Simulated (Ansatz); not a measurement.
# YN: alloy series

The reference is YN in the rock salt structure (space group Fm-3m, No. 225).

```cif
data_NY
_chemical_formula_sum 'N1 Y1'
_space_group_name_H-M_alt 'P 1'
_space_group_IT_number 1
_cell_length_a 3.46895
_cell_length_b 3.46895
_cell_length_c 3.46895
_cell_angle_alpha 60.000
_cell_angle_beta 60.000
_cell_angle_gamma 60.000
loop_
_space_group_symop_operation_xyz
  'x, y, z'
loop_
_atom_site_label
_atom_site_type_symbol
_atom_site_fract_x
_atom_site_fract_y
_atom_site_fract_z
_atom_site_occupancy
N1 N 0.00000 0.00000 0.00000 1
Y1 Y 0.50000 0.50000 0.50000 1
```

The other end (x = 1) is YB in the rock salt structure (space group Fm-3m, No. 225; a hypothetical phase, not in the database extracts checked): 19.13 Å³/atom, gap zero; this end may not be an ambient phase.

B replaces a fraction x of N; each row is one arrangement (x, atoms in the cell, starting space group or random), fully relaxed.

Computed with PBE in Ansatz (plane waves to 420 eV, PAW, scalar-relativistic without spin-orbit coupling).

Notes on the quantities. mixing energy: to 0.01 eV only: unlike meshes or grids; against an end that may be hypothetical.

| case | mixing energy | volume per atom |
|---|---|---|
| base | – | 14.76 Å³ |
| x(B) = 0.25, 8 atoms, C2/m | +0.08 eV/atom | 15.72 Å³ |
| x(B) = 0.25, 8 atoms, Pmmm | +0.08 eV/atom | 15.68 Å³ |
| x(B) = 0.25, 8 atoms, P4/mmm | +0.10 eV/atom | 15.72 Å³ |
| x(B) = 0.333, 6 atoms, I4/mmm | +0.11 eV/atom | 16.06 Å³ |
| x(B) = 0.5, 8 atoms, I4_1/amd | +0.04 eV/atom | 16.66 Å³ |
| x(B) = 0.5, 8 atoms, C2/m | -0.08 eV/atom | 16.90 Å³ |
| x(B) = 0.75, 8 atoms, I4/mmm | +0.01 eV/atom | 17.89 Å³ |

Each cell is one ordered arrangement of few atoms, which overstates ordering effects compared with a random alloy. No phonon test of stability was made. The final runs are not spin-polarised. YB has a high density of states at the Fermi level and may be magnetic at this level. Under x(B) = 0.5, 8 atoms, C2/m the cell changed shape so far that it is another structure. A zero or small gap of YN can be the functional's error rather than a property of the material.

Ansatz is a quantum-chemistry and plane-wave program.
